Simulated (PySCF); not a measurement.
PySCF 2.14.0, HF/def2-svp, df: Zr(Cl)(I)3 ([Cl][Zr]([I])([I])[I]), 5 atoms. The geometry is a generated start, not checked to be a minimum at this level.

```
Property                                            Result
-------------------------  -------------------------------
task                                                energy
method                                                  hf
basis                                             def2-svp
two-electron scheme                        density fitting
mol.max_memory                                    16000 MB
mf.max_cycle                                           100
mf.DIIS                                              EDIIS
mf.init_guess                              minao (default)
mf.diis_space                                  8 (default)
mf.conv_tol                                1e-09 (default)
effective core potentials  those of the basis set, past Kr
basis functions                                        127
```

Hardware: Arm Neoverse V2, 96 cores on 1 socket, no SMT, 1 L3 cache group; 94 cores' worth of CPU time may be used.

Run on 16 threads, 1 BLAS thread, it takes 3.3 s from launch to exit:

```bash
OMP_NUM_THREADS=16 OPENBLAS_NUM_THREADS=1 python -u run.py
```

From its output:

```
[INPUT] num. atoms = 5
[INPUT] num. electrons = 104
number of NR cGTOs = 127
basis = def2-svp
method = DFRHF
initial guess = minao
DIIS = <class 'pyscf.scf.diis.EDIIS'>
diis_space = 8
direct_scf = False
max_memory 16000 MB (current use 110 MB)
auxbasis = def2-svp-jkfit
max_memory = 16000
integrals held in memory: False
...
    CPU time for cholesky_eri      0.68 sec, wall time      0.31 sec
    CPU time for df vj and vk      1.10 sec, wall time      0.35 sec
init E= -1292.28511062777
    CPU time for initialize scf      5.58 sec, wall time      0.66 sec
    CPU time for df vj and vk      0.37 sec, wall time      0.03 sec
cycle= 1 E= -1392.269608026  delta_E= -100  |g|= 4.16  |ddm|= 13.6
    CPU time for cycle= 1      0.38 sec, wall time      0.03 sec
    CPU time for df vj and vk      0.38 sec, wall time      0.03 sec
cycle= 2 E= -1392.41843645185  delta_E= -0.149  |g|= 3.25  |ddm|= 11.4
    CPU time for cycle= 2      0.39 sec, wall time      0.03 sec
    CPU time for df vj and vk      0.37 sec, wall time      0.03 sec
cycle= 3 E= -1395.99957901217  delta_E= -3.58  |g|= 0.544  |ddm|= 7.76
    CPU time for cycle= 3      0.38 sec, wall time      0.04 sec
    CPU time for df vj and vk      0.37 sec, wall time      0.03 sec
cycle= 4 E= -1395.99957900766  delta_E= 4.51e-09  |g|= 0.544  |ddm|= 3.25e-08
    CPU time for cycle= 4      0.38 sec, wall time      0.04 sec
    CPU time for df vj and vk      0.37 sec, wall time      0.03 sec
cycle= 5 E= -1395.99957899868  delta_E= 8.98e-09  |g|= 0.544  |ddm|= 6.49e-08
    CPU time for cycle= 5      0.38 sec, wall time      0.04 sec
    CPU time for df vj and vk      0.37 sec, wall time      0.03 sec
...
    CPU time for cycle= 57      0.38 sec, wall time      0.03 sec
    CPU time for df vj and vk      0.37 sec, wall time      0.03 sec
cycle= 58 E= -1396.13196172195  delta_E= 1.2e-10  |g|= 5.11e-05  |ddm|= 4.13e-06
    CPU time for cycle= 58      0.38 sec, wall time      0.03 sec
    CPU time for df vj and vk      0.37 sec, wall time      0.03 sec
cycle= 59 E= -1396.13196172408  delta_E= -2.13e-09  |g|= 3.87e-05  |ddm|= 7.46e-05
    CPU time for cycle= 59      0.38 sec, wall time      0.03 sec
    CPU time for df vj and vk      0.37 sec, wall time      0.03 sec
cycle= 60 E= -1396.13196172405  delta_E= 3.5e-11  |g|= 3.88e-05  |ddm|= 6.24e-06
    CPU time for cycle= 60      0.38 sec, wall time      0.03 sec
    CPU time for df vj and vk      0.37 sec, wall time      0.03 sec
cycle= 61 E= -1396.1319617247  delta_E= -6.5e-10  |g|= 3.42e-05  |ddm|= 2.79e-05
    CPU time for cycle= 61      0.38 sec, wall time      0.03 sec
    CPU time for df vj and vk      0.37 sec, wall time      0.03 sec
cycle= 62 E= -1396.13196172521  delta_E= -5.18e-10  |g|= 3.01e-05  |ddm|= 2.46e-05
    CPU time for cycle= 62      0.38 sec, wall time      0.04 sec
    CPU time for df vj and vk      0.37 sec, wall time      0.03 sec
    CPU time for scf_cycle     29.69 sec, wall time      2.87 sec
    CPU time for SCF     29.69 sec, wall time      2.87 sec
converged SCF energy = -1396.13196172643
SCF converged: True
wall of the SCF part: 2.870 s
```

Each time is the median wall time of two to five repeats, run one at a time on the otherwise empty machine; start-up is included. Processes are pinned to neighbouring cores unless said otherwise. Build: PyPI wheel: OpenMP (GNU), a bundled serial OpenBLAS 0.3.3 under its C layer, NumPy's threaded OpenBLAS held to generic ARMv8 kernels, libcint, Libxc. Other compilers and libraries give other times. Scratch files lie in a memory file system.

Question: Read the timing block: which change would cut the largest part, on the same cores and with the result kept within 1.0 meV/atom in energy?

Answer: The largest part is J and K builds, 59 % of the time. The log has 64 such calls, with about 11 cores busy by their CPU and wall times. One change that relieves it (others may too): going from mf.DIIS = EDIIS to mf.DIIS = CDIIS (default), one of the fastest of the measured ones that keep the result: 3.3 s to 1.5 s (2.2× as fast). The largest move is in J and K builds: 1.9 s to 0.45 s. The count of Fock builds goes from 64 to 15. SCF cycles go from 62 to 13. These two results differ by: energy under 0.001 meV/atom. Others tried: mf.damp = 0.5, mf.diis_start_cycle = 5, mf.DIIS = CDIIS (default) (1.5 s); mf.diis_space = 16, mf.DIIS = CDIIS (default) (1.5 s); mf.level_shift = 0.2 Hartree, mf.DIIS = CDIIS (default) (1.6 s); mf.diis_space = 4, mf.DIIS = CDIIS (default) (1.6 s); mf.level_shift = 0.5 Hartree, mf.DIIS = CDIIS (default) (1.7 s); mf.DIIS = ADIIS (1.9 s); mf.damp = 0.7, mf.diis_start_cycle = 999, mf.diis_space = not set, mf.DIIS = not set, mf.diis = false (2.6 s). Repeats scatter by up to 5 %. Launch, exit and the like take 0.39 s of the 1.5 s.
